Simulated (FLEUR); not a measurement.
A self-consistent single point of Li₃YSb₂ (P-3m1, 6 atoms in the cell) with FLEUR.

Computed with LDA (Perdew-Zunger), all-electron FLAPW (FLEUR), scalar-relativistic valence.

```yaml
crystal:
  lattice:
    - [4.53148, 0.00000, 0.00000]
    - [-2.26574, 3.92438, 0.00000]
    - [0.00000, 0.00000, 7.18739]
  atoms:
    - { symbol: Li, position: [0.33333, 0.66667, 0.65101] }
    - { symbol: Li, position: [0.66667, 0.33333, 0.34899] }
    - { symbol: Li, position: [0.00000, 0.00000, 0.50000] }
    - { symbol: Y, position: [0.00000, 0.00000, 0.00000] }
    - { symbol: Sb, position: [0.33333, 0.66667, 0.24925] }
    - { symbol: Sb, position: [0.66667, 0.33333, 0.75075] }
```

Reference input (self-consistent single point, DFT, PBEsol, all-electron FLAPW (FLEUR), scalar-relativistic valence): Kmax = 4.6 1/bohr; GmaxXC = 16.1 1/bohr; xcFunctional = PBEs; jspins = 1; l_soc = F; mode = hist; fermiSmearingEnergy = 0.00499791 Htr; mesh (inpgen div1-3) = 6 6 3; inpgen gamma flag = true; Gmax = 16.1 1/bohr; numbands = 0; maxIterBroyd = 15. This run's input differs from it in these lines:

```diff
@@ -18,3 +18,3 @@
 &comp jspins=1 /
-&exco xctyp='PBEs' /
+&exco xctyp='pz' /
 &kpt div1=6 div2=6 div3=3 gamma=t /
@@ -31,3 +31,3 @@
       <coreElectrons ctail="T" frcor="F" kcrel="0" coretail_lmax="0"/>
-      <xcFunctional name="PBEs" relativisticCorrections="F"/>
+      <xcFunctional name="pz" relativisticCorrections="F"/>
       <magnetism jspins="1"/>
```

Output (repeated stretches shortened):

```
 Iteration:     1   Distance:       4.04896864 me/bohr^3
 Iteration:     2   Distance:       3.65519618 me/bohr^3
 Iteration:     3   Distance:       2.13316318 me/bohr^3
 Iteration:     4   Distance:       1.86226811 me/bohr^3
 Iteration:     5   Distance:       0.89874138 me/bohr^3
   [... 10 lines left out ...]
 Iteration:    16   Distance:       0.00004591 me/bohr^3
 Iteration:    17   Distance:       0.00002907 me/bohr^3
 Iteration:    18   Distance:       0.00001446 me/bohr^3
 Iteration:    19   Distance:       0.00000309 me/bohr^3
 Reset of history
 Run finished successfully
 Stop message:
   Structural relaxation: new displacements generated

[file out, last iteration]
             iter=     20
[...]
          total density-effective poten   -2.7030493016E+04
          total charge density-energy d   -4.4166285595E+02
 Updated energy parameters for spin:           1
[...]
 fermi energy and band-weighting factors:
    0.471405    0.482651

[...]
FERMIE:
          first approx. to ef    (T=0)  :   0.234650 htr   (energy of the highest occ. eigenvalue)
          number of occ. states  (T=0)  :        374
          first approx. to seigv (T=0)  : -21.257798 htr
          sum of weights of occ. states :  22.046296
          sum of semicore charge        :   0.000000 e
FERHIS:  Fermi-Energy by histogram:
          bandgap                     :   0.001600 htr
   [... lines left out ...]
          charge neutrality (T=0)     :   0.092593    (zero if the highest occ. eigenvalue is "entirely" occupied)
     EF_NEWTON:  Adjust Fermi-Energy by Newton-Method.
 Direct bandgap for spin            1 :    1.3736738351043082E-002  Htr
 ---->    free energy=                    -16360.7142693399 htr
   [... lines left out ...]
 TOTAL FORCE FOR ATOM TYPE=  2  X=  0.000   Y=  0.000   Z=  6.791
                       FX_TOT= 0.000000 FY_TOT= 0.000000 FZ_TOT= 0.000000
 TOTAL FORCE FOR ATOM TYPE=  3  X=  0.000   Y=  0.000   Z=  0.000
                       FX_TOT= 0.000000 FY_TOT= 0.000000 FZ_TOT= 0.000000
 TOTAL FORCE FOR ATOM TYPE=  4  X=  4.282   Y= -2.472   Z=  3.385
                       FX_TOT= 0.000000 FY_TOT= 0.000000 FZ_TOT=-0.002158
```

The run converged in 19 iterations. FLEUR gives forces in its relaxation mode, with a further iteration, so its stop message speaks of a relaxation. Against the reference run the largest force goes from 0.096 to 0.111 eV/Å.

The starting cell comes from a database of computed structures (which also holds hypothetical and non-ambient phases and stackings), without a prior relaxation at this level. Spin-orbit coupling is off. Values depend on the basis (sphere radii, cutoffs, local orbitals), which need not be converged. The log's line on a gap gives a spacing of levels on this mesh, which the program prints for metals too.

Cost on one core of a shared machine: roughly 5 min.
